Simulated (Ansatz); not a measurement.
## A self-consistent single point of SnO (P4mm, 4 atoms in the cell) with Ansatz

Level of theory: PBEsol, default PAW files made with PBE (plane waves; Ansatz, a first-principles code).

Input:

Ansatz 0.2 input:
```yaml
crystal:
  lattice:
    - [3.781000, 0.000000, 0.000000]
    - [0.000000, 3.781000, 0.000000]
    - [0.000000, 0.000000, 4.815800]
  atoms:
    - { symbol: Sn, position_ang: [1.890500, 0.000000, 3.719637] }
    - { symbol: Sn, position_ang: [0.000000, 1.890500, 1.146160] }
    - { symbol: O, position_ang: [1.890500, 1.890500, 0.000000] }
    - { symbol: O, position_ang: [0.000000, 0.000000, 0.000000] }
basis:
  ecutwfc: 420.0
kpoints:
  mp_grid: { grid: [7, 7, 5] }
hamiltonian:
  xc: pbesol
  pseudopotentials: { kind: paw }
scf:
  occupations: { method: fermi_dirac, width: 0.02 }
output:
  forces: true
  eigenvalues: true
  stress: true
```

Output (repeated stretches shortened):

```
WARN ansatz: RAYON_NUM_THREADS=1 ignored (pool sized by the plan → 1); use --threads N
Pseudopotentials: kind: paw
Pseudopotential: Sn, paw, valence charge 14
Pseudopotential: O, paw, valence charge 6
Crystal: 4 atoms, lattice volume = 68.846 Å³
Basis set: ecut = 420 eV, 1329 PW (Γ), exchange–correlation on 54×54×72 points (8 copies of the dense FFT grid, shifted against one another)
Bands: 24, of which v1, the nominal top of the filled ones, is band 20 counted from 1 (19 counted from 0)
Symmetry: 8 space group operations
Space group: P4mm (ITA 99), of the structure as read, at distance tolerance 4.1e-5 Å
k-points: 30 of 245 (time reversal used)
PAW frozen core: Sn, regenerated for the run's functional, and the local potential with it
PAW frozen core: O, regenerated for the run's functional, and the local potential with it
Initial density: superposition of atomic densities (neutral atoms: chi_scale 0, normalization atom), corrected by the library's trained network
Initial wavefunctions: pseudopotential atomic-orbital guess
Eigensolver: davidson
Functional: x = pbesol(κ = 0.804, μ = 0.12345679012345678), c = pbesol(β = 0.046)
SCF iter   1: F=—  HF=-13021.402894 eV  |F-HF|=—  |Δ(HF+E_count)|=         —  Δρ=1.32e-2  dr2=9.63e-2  ethr=1.77e-3  ⟨swp⟩=6.2  Hψ=3307  notcnv=0
all-band conjugate gradients solve this SCF's bands
preconditioner: auto → Resta (q_TF=auto, 2.492 Å⁻¹)
SCF iter   2: F=—  HF=-13021.381516 eV  |F-HF|=—  |Δ(HF+E_count)|=   2.14e-2  Δρ=3.97e-3  dr2=1.04e-2  ethr=2.41e-4  ⟨swp⟩=2.1  Hψ=1339  notcnv=0
SCF iter   3: F=—  HF=-13021.379330 eV  |F-HF|=—  |Δ(HF+E_count)|=   2.19e-3  Δρ=1.06e-3  dr2=8.43e-4  ethr=2.59e-5  ⟨swp⟩=2.0  Hψ=1056  notcnv=0
SCF iter   4: F=—  HF=-13021.379265 eV  |F-HF|=—  |Δ(HF+E_count)|=   6.51e-5  Δρ=2.49e-4  dr2=4.71e-5  ethr=2.11e-6  ⟨swp⟩=2.3  Hψ=1400  notcnv=0
SCF iter   5: F=—  HF=-13021.379281 eV  |F-HF|=—  |Δ(HF+E_count)|=   1.58e-5  Δρ=5.21e-5  dr2=2.81e-6  ethr=1.18e-7  ⟨swp⟩=2.3  Hψ=1051  notcnv=0
SCF iter   6: F=—  HF=-13021.379282 eV  |F-HF|=—  |Δ(HF+E_count)|=   1.68e-6  Δρ=1.41e-5  dr2=1.31e-7  ethr=7.02e-9  ⟨swp⟩=2.0  Hψ=953  notcnv=0
SCF iter   7: F=-13021.379283 eV  HF=-13021.379283 eV  |F-HF|=7.43e-9  |Δ(HF+E_count)|=   1.26e-7  Δρ=4.27e-6  dr2=1.18e-8  ethr=2.50e-10  ⟨swp⟩=5.9  Hψ=2969  notcnv=0
SCF 1 converged in 7 iterations: F = -13021.379283 eV  dr2 = 1.18e-8
SCF converged after 7 iterations
Free energy (F): -13021.379283 eV
Harris-Foulkes:  -13021.379283 eV  (|F-HF|=7.43e-9)
Internal energy: -13021.379280 eV  (E = F + TS)
E sigma→0 (E₀):  -13021.379281 eV
Entropy (-TS):   -0.000002 eV (-0.001 meV/atom)
Fermi energy:    10.316619 eV
--- Per-component energies (eV) ---
  E_band       = -181.413197
  E_kinetic    = 725.996503
  E_local      = -2683.572658  (includes V_loc(G=0)·N_el)
  E_nonlocal   = 36.601159
  E_hartree    = 1451.423994
  E_xc         = -904.955365
  E_vxc        = -381.760878  (∫ρ·V_xc dr)
  E_paw        = -8435.623928  (= ΣΔE_a)
  E_vpaw       = -781.533935  (= ΣTr[D̂ρ^β])
  E_aug_tail   = 0.004862  (compensation charges beyond the density's cutoff)
  E_ewald      = -3211.894102
  E_core_change = 0.640255  (= ΣΔE_core)
  E_smearing   = -0.000002  (= −TS)
  E_closure    = -0.000000  (closes the sum)
  Σ components = -13021.379283   (vs F -13021.379283, Δ=0.00e0)
--- Forces (eV/Å), atoms counted from 1 ---
  atom   1  Sn     0.00000000     0.00000000    -0.99571970
  atom   2  Sn    -0.00000000     0.00000000     0.61181738
  atom   3  O     -0.00000000     0.00000000     0.19194665
  atom   4  O      0.00000000     0.00000000     0.19194665
  max |Σ_I F_I| component: 9.03e-6 eV/Å
--- Stress (GPa, compression-positive) ---
        3.494456       0.000000       0.000000
        0.000000       3.494456       0.000000
        0.000000       0.000000       3.195282
  P = ⅓ Tr σ = 3.3947 GPa (33.947 kbar)
  The stress holds the Pulay correction. Without it, at fixed plane waves, as pw.x and ABINIT print it: P = 2.8798 GPa
--- Band table (eV; the first three rows and the last of 30) ---
  k-point 0: bands = ["-11.9454", "-11.4093", "-11.4093", "-11.4042", "-11.3568", "-11.3467", "-11.3002", "-11.2735", "-11.2581", "-11.2581", "-10.3825", "-7.4560", "2.2440", "3.4783", "3.4998", "3.4998", "6.4668", "6.7010", "6.7010", "10.1369", [...]
  k-point 1: bands = ["-11.9400", "-11.4098", "-11.4009", "-11.4009", "-11.3536", "-11.3446", "-11.3030", "-11.2768", "-11.2678", "-11.2678", "-10.3680", "-7.4562", "1.4859", "3.5369", "3.5369", "4.6467", "6.4431", "6.6966", "6.6966", "9.7824", [...]
  k-point 2: bands = ["-11.9309", "-11.4191", "-11.3837", "-11.3837", "-11.3475", "-11.3401", "-11.3087", "-11.2870", "-11.2870", "-11.2828", "-10.3446", "-7.4567", "0.8630", "3.5987", "3.5987", "6.4053", "6.4322", "6.6875", "6.6875", "8.4663", [...]
  k-point 29: bands = ["-11.8592", "-11.8428", "-11.3855", "-11.3584", "-11.3401", "-11.3188", "-11.2836", "-11.2835", "-11.2744", "-11.2317", "-8.5360", "-8.3879", "0.7772", "0.9778", "4.0942", "4.4023", "7.1380", "7.3744", "7.5654", "7.7369", [...]
```

The run converged in 7 iterations.

The starting cell has typed, rounded lattice constants, without a prior relaxation at this level. Its lattice was rescaled by up to half a per cent. One atom was moved a little off its site on purpose. With a pressure of about 3 GPa the cell is away from its equilibrium volume at this level. Ansatz's pressure includes its estimate of the finite-basis (Pulay) stress. Without the estimate this run gives 2.88 GPa. Another mesh or the band path of this cell gives a smaller gap, so this value is not converged in the mesh.
